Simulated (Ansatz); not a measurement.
BeS (model structure, started from the wurtzite type, P6₃mc, No. 186, 4 atoms in the cell), treated with r²SCAN (PAW; Ansatz, a quantum-chemistry and plane-wave program).

Numerical settings: plane-wave cutoff 560 eV, 12×12×6 k mesh (along the axes of the cell as run), Fermi–Dirac smearing 0.01 eV, scalar-relativistic PAW data made under PBE.

Computed at the level's own relaxed cell.

```yaml
crystal:
  lattice:
    - [3.43394, 0.00000, 0.00000]
    - [-1.71697, 2.97388, 0.00000]
    - [0.00000, 0.00000, 5.66164]
  atoms:
    - { symbol: Be, position: [0.66667, 0.33333, 0.99956] }
    - { symbol: Be, position: [0.33333, 0.66667, 0.49956] }
    - { symbol: S, position: [0.66667, 0.33333, 0.62564] }
    - { symbol: S, position: [0.33333, 0.66667, 0.12564] }
```

Problem. List the 9 lowest band energies at Γ above −25 eV (eV, relative to the valence band maximum), grouping those that round alike.

Solution. At Γ: -14.31, -12.69, -6.00, -1.16 (×2), -0.16, 0.00 (×2), 5.71.

Note: the relaxation could raise the start's symmetry but not lower it, so the cell can be a saddle point.

A model structure was made by putting elements into a prototype or built by hand; it is no filed structure, need not be a known phase, and can be a saddle point held by its symmetry.
